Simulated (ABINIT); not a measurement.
Worked example: self-consistent single point of ZnSe (F-43m, 2 atoms in the cell) in ABINIT.

Computed with PBE+U, PAW (JTH v2.0 PBE PAW) (plane waves; ABINIT).

```xyz
2
Lattice="0.0000 2.8778 2.8778 2.8778 0.0000 2.8778 2.8778 2.8778 0.0000" Properties=species:S:1:pos:R:3 pbc="T T T"
Zn     0.0000     0.0000     0.0000
Se     4.3166     4.3166     4.3166
```

Reference input (self-consistent single point, DFT, PBE, plane waves, PAW (JTH v2.0 PBE PAW)): pseudos = [Zn.GGA_PBE-JTH.xml, Se.GGA_PBE-JTH.xml]; ecut = 60 Ry; pawecutdg = 120 Ry; pawxcdev = 0; ixc = 11; occopt = 1; ngkpt = 8 8 8; nshiftk = 1; shiftk = 0.5 0.5 0.5; potentials = JTH v2.0 PBE PAW; nband = 11; kptopt = 1. This run's input differs from it in these lines:

```diff
@@ -20,2 +20,6 @@
 ixc 11
+usepawu 1
+lpawu 2 -1
+upawu 2 0 eV
+jpawu 0 0 eV
 occopt 1
```

Log, with long lists cut:

```
--- !BeginCycle
solver: {iscf: 17, nstep: 60, nline: 4, wfoptalg: 10, }
tolerances: {tolvrs: 1.00E-11, }
...

     iter   Etot(hartree)      deltaE(h)  residm     nres2
 ETOT  1  -73.204219001147    -7.320E+01 6.077E+00 4.574E+00
 ETOT  2  -73.949875759426    -7.457E-01 4.701E-01 4.721E+00
 ETOT  3  -73.935794696748     1.408E-02 6.413E-01 2.014E+00
 ETOT  4  -73.934177539793     1.617E-03 5.460E-02 3.922E-01
 ETOT  5  -73.933210753354     9.668E-04 3.556E-02 3.911E-02
   [... 9 lines left out ...]
 ETOT 15  -73.933554769797    -2.770E-11 6.564E-05 7.308E-10
 ETOT 16  -73.933554769797    -5.258E-13 1.972E-05 2.248E-10
 ETOT 17  -73.933554769798    -3.979E-13 6.168E-05 1.501E-11
 ETOT 18  -73.933554769798    -4.263E-13 2.432E-05 1.608E-12
 At SCF step   18       nres2   =  1.61E-12 < tolvrs=  1.00E-11 =>converged.

 Cartesian components of stress tensor (hartree/bohr^3)
  sigma(1 1)=  1.49636396E-05  sigma(3 2)=  0.00000000E+00
  sigma(2 2)=  1.49636396E-05  sigma(3 1)=  0.00000000E+00
  sigma(3 3)=  1.49636396E-05  sigma(2 1)=  0.00000000E+00

 ----iterations are completed or convergence reached----

 reduced coordinates (array xred) for    2 atoms
       0.000000000000      0.000000000000      0.000000000000
       0.750000000000      0.750000000000      0.750000000000
 cartesian forces (eV/Angstrom) at end:
    1     -0.00000000000000     0.00000000000000    -0.00000000000000
    2      0.00000000000000    -0.00000000000000     0.00000000000000
 frms,max,avg= 2.6156706E-29 3.4809892E-29   0.000E+00  0.000E+00  0.000E+00 e/A
   [... lines left out ...]
 Fermi (or HOMO) energy (hartree) =   0.07555   Average Vxc (hartree)=  -0.32920
   [... lines left out ...]
local_psp           : -7.71037947725530E+01
total_energy        : -7.39335547649724E+01
total_energy_eV     : -2.01183433884400E+03
...

-Cartesian components of stress tensor (GPa)         [Pressure= -4.4025E-01 GPa]
- sigma(1 1)=  4.40245403E-01  sigma(3 2)=  0.00000000E+00
- sigma(2 2)=  4.40245403E-01  sigma(3 1)=  0.00000000E+00
- sigma(3 3)=  4.40245403E-01  sigma(2 1)=  0.00000000E+00

 Calculation completed.
```

The run converged in 18 iterations. Against the reference run the pressure goes from -0.67 to -0.44 GPa and the gap on the mesh goes from 1.562 to 1.642 eV.

The starting cell comes from a database of computed structures (which also holds hypothetical and non-ambient phases and stackings), without a prior relaxation at this level. Its lattice was rescaled by a random factor within 2.5 % of one. Spin polarisation is off. The U value is a test value. The shifted mesh does not hold Γ, so a gap read on it misses any band edge there.

Cost on one core of a shared machine: roughly 3 min.
